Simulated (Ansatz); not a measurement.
Base system: NaCl in the rock salt structure (space group Fm-3m, No. 225; a = 5.602 Å).

Method: PBEsol in Ansatz (plane waves to 420 eV, PAW, no spin-orbit coupling).

Its conduction minimum is a single valley at Γ with mass 0.39 mₑ.

The change: 0.132 electrons added to each cell, a density of 3.0×10^21 cm⁻³, with a uniform compensating background at fixed cell and a 300 K Fermi–Dirac width.

### Question
Where would a parabolic band put the Fermi level, and where does the calculation put it?

### Answer
k_F = (3π²n)^(1/3) = 0.446 Å⁻¹, so ħ²k_F²/2m = 2.0 eV above the band edge at zero temperature. The calculation gives 1.40 eV (to 0.05 eV): the band is strongly non-parabolic or higher valleys fill at this density.

Carriers are added with a uniform compensating background; total energy and stress of such cells depend on the potential's zero and are not compared; many-body gap narrowing is missing at this level. The levels and masses belong to the bands next to the band gap. Masses are band curvatures over ±0.01 Å⁻¹ around the edge. Stability against distortions was not tested.

Ansatz is a first-principles code.
